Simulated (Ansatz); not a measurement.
What As interstitial (started 2.31 Å from the nearest host atom), symmetric start does to GaAs

The parent structure is a 16-atom supercell of GaAs in the zinc blende structure (space group F-43m, No. 216; a = 5.6667 Å) at its relaxed geometry.

Perturbation: one As atom is added in an open site, starting 2.31 Å from the nearest host atom, atoms relaxed at fixed cell.

All numbers come from Ansatz (a program for electronic structure), r2SCAN, PAW, cutoff 500 eV, spin-orbit coupling left out. Γ-centred 4×4×4 mesh, Fermi–Dirac width 0.01 eV.

```json
{
 "pressure": "4.6 GPa (base 0.0 GPa)",
 "final_site_of_the_added_atom": "3 As at 2.55 Å and 4 Ga at 2.62–2.65 Å"
}
```

Final structure:

```xyz
17
Lattice="0.0000 5.6667 5.6667 5.6667 0.0000 5.6667 5.6667 5.6667 0.0000" Properties=species:S:1:pos:R:3 pbc="T T T"
As     4.0070     4.4931     4.4931
As     7.1453     7.0215     4.3359
As     7.1453     4.3359     7.0215
As     9.8309     7.0215     7.0215
As     4.3341     7.2503     7.2503
As     6.9165     9.8326     7.2503
As     6.9165     7.2503     9.8326
As    10.2089     9.6245     9.6245
Ga    -0.2607    -0.1309    -0.1309
Ga     2.9642     3.0940    -0.1309
Ga     2.9642    -0.1309     3.0940
Ga     5.3840     3.1160     3.1160
Ga     0.5487     2.2847     2.2847
Ga     2.7087     5.7913     2.8633
Ga     8.3754     8.5300     5.7913
Ga     5.6367     5.7913     5.7913
As     2.0635     0.7698     0.7698
```

The magnetic state is the one reached from the starting moments; the real material's order can differ, and small cells can't hold many antiferromagnetic ones. The cell is small, so the values are those of an ordered compound at a high defect concentration; dilute-limit values will differ. A case with no gap was solved on a k-mesh chosen for an insulator, which is coarse for it. The defect started on the symmetric site and kept its symmetry, so it may sit on a saddle. Starting moments died away, wholly or in part, for As interstitial (started 2.31 Å from the nearest host atom); another magnetic solution may exist. The defect cell is spin-polarised and ends with 0.0 μB.
